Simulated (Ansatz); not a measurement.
Consider W in the bcc (W type) structure (space group Im-3m, No. 229; a = 3.169 Å; relaxed with 0.1 eV smearing). Axes: x, y, z lie along the cube axes.

Level of theory: r2SCAN (Ansatz, a quantum-chemistry and plane-wave program; PAW; 500 eV plane waves; without spin-orbit coupling), earlier PAW set.

The change: tensile biaxial strain of 0.25 % in the plane normal to [001], as in epitaxy on a mismatched substrate; the out-of-plane cell vector and the atoms relax.

Q: What happens to the in-plane stress and energy relative to the base?

A: The mean in-plane stress (compression positive) comes out as -1.5 GPa; the energy rises by 0.4 meV/atom.

No phonon test of stability was made. All final runs are without spin polarisation.
